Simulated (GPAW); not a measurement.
GPAW run on Ti (P-3m1, 2 atoms in the cell): self-consistent single point.

Computed with LDA (Perdew-Wang 92), GPAW PAW datasets LDA (gpaw-data 1.0.1) (plane waves; GPAW).

```
Ti
1.0
    1.46762    -2.54200     0.00000
    1.46762     2.54200     0.00000
    0.00000     0.00000     4.65660
Ti
2
Cartesian
  1.46762   0.84734   1.21415
  1.46762  -0.84734   3.49245
```

Reference input (self-consistent single point, DFT LDA (Perdew-Wang 92), plane waves, GPAW PAW datasets LDA (gpaw-data 1.0.1)): mode = pw; ecut = 800 eV; xc = LDA; kpts = 6 6 3; mesh shift (steps) = 0 0 0; occupations.name = fermi-dirac; occupations.width = 0.1 eV; nbands = -6; convergence.density = 1e-05 e/electron; symmetry.symmorphic = false; symmetry.tolerance = 0.0005; maxiter = 150. This run's input differs from it in these lines:

```diff
@@ -17,3 +17,3 @@
             nbands=-6,
-            convergence={'density': 1e-05},
+            convergence={'energy': 4e-14, 'density': 1e-08, 'eigenstates': 4e-18},
             symmetry={'symmorphic': False, 'tolerance': 0.0005},
```

The program printed (abridged):

```
     iter     time        total  log10-change:
                         energy   eigst   dens
iter:   1 --:--:--   -15.334161
iter:   2 --:--:--   -15.261422   -1.21  -1.38
iter:   3 --:--:--   -17.011911   +0.46  -1.40
iter:   4 --:--:--   -15.480823   -1.12  -1.24
iter:   5 --:--:--   -15.561070   -1.96  -1.49
   [... 47 lines left out ...]
iter:  53 --:--:--   -14.901367  -12.95  -7.78
iter:  54 --:--:--   -14.901367  -13.09  -7.86
iter:  55 --:--:--   -14.901367  -13.54  -7.72
iter:  56 --:--:--   -14.901367  -13.41  -7.97
iter:  57 --:--:--   -14.901367  -13.75  -8.04c
iter:  58 --:--:--   -14.901367  -15.08  -8.22c
   [... lines left out ...]
iter: 150 --:--:--   -14.901367  -20.17c -11.46c

Did not converge!

Here are some tips:

1) Make sure the geometry and spin-state is physically sound.
2) Use less aggressive density mixing.
3) Solve the eigenvalue problem more accurately at each scf-step.
4) Use a smoother distribution function for the occupation numbers.
5) Try adding more empty states.
6) Use enough k-points.
7) Don't let your structure optimization algorithm take too large steps.
8) Solve the Poisson equation more accurately.
9) Better initial guess for the wave functions.

See details here:

    https://gpaw.readthedocs.io/documentation/convergence.html
Traceback (most recent call last):
   [... frames left out ...]
gpaw.KohnShamConvergenceError: Did not converge!  See text output for help.
```

The run ended unconverged after 150 iterations. 

The starting cell has typed, rounded lattice constants, without a prior relaxation at this level. Its lattice was rescaled by up to half a per cent. One atom was moved a little off its site on purpose.

Cost on one core of a shared machine: roughly 90 s.
